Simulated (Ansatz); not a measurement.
Rock-salt TbN, treated with BLYP in Ansatz (plane waves, PAW).

Input:

Ansatz 0.2 input:
```yaml
crystal:
  lattice:
    - [0.0, 2.488612928, 2.488612928]
    - [2.488612928, 0.0, 2.488612928]
    - [2.488612928, 2.488612928, 0.0]
  atoms:
    - { symbol: Tb, position: [0.0, 0.0, 0.0], spin: 6.0 }
    - { symbol: N, position: [0.5, 0.5, 0.5], spin: 0.0 }
basis:
  ecutwfc: 520
  ecutrho_ratio: 4
  xc_grid: 2
kpoints:
  mp_grid: { grid: [20, 20, 20] }
hamiltonian:
  xc: blyp
  dispersion: none
  pseudopotentials: { kind: paw }
scf:
  occupations: { method: fermi_dirac, width: 0.05 }
  convergence: { dr2_threshold: 0.0000000002 }
output:
  forces: true
  stress: true
  eigenvalues: true
magnetization:
  spin_polarized: true
```

Excerpt of the program's output:

```
WARN where this run starts from atoms, the 4f shell of Tb (site 0, from 0) starts with a moment of 5.55 μB, by Hund's first rule and in the place of the 6.00 …
Crystal: 2 atoms, lattice volume = 30.825 Å³
Basis set: ecut = 520 eV, 869 PW (Γ), exchange–correlation on 54×54×54 points (8 copies of the dense FFT grid, shifted against one another)
Bands: 19, of which v1, the nominal top of the filled ones, is band 12 counted from 1 (11 counted from 0)
Symmetry: 48 space group operations
Space group: Fm-3m (ITA 225), of the structure as read, at distance tolerance 3.1e-5 Å
k-points: 256 of 8000
Initial density: superposition of atomic densities (chi_scale 0.1, normalization cell)
Functional: x = b88, c = lyp
spin=Collinear: Kerker preconditioning applied to the charge; magnetization (m = ρ↑ − ρ↓) channel mixes plain (no charge-response kernel on spin).
SCF 1 converged in 18 iterations: F = -10354.041928 eV  dr2 = 9.88e-12
SCF converged after 18 iterations
Magnetization: 6.0342 μB (15.0171 up, 8.9829 down)
Free energy (F): -10354.041928 eV
Internal energy: -10354.032803 eV  (E = F + TS)
E sigma→0 (E₀):  -10354.037366 eV
Fermi energy:    15.277181 eV
--- Stress (GPa, compression-positive) ---
       -0.000324      -0.000000      -0.000000
        0.000000      -0.000324      -0.000000
       -0.000000       0.000000      -0.000324
  P = ⅓ Tr σ = -0.0003 GPa (-0.003 kbar)
```

The PAW data were made under PBE.

The run is spin-polarised with parallel starting moments, which need not be the measured order.

Note: the magnetic order was assumed, not searched for or taken from measurement. Note: the 4f shell is treated without U or exact exchange, so its levels and filling can be wrong.

Ansatz is a first-principles code.
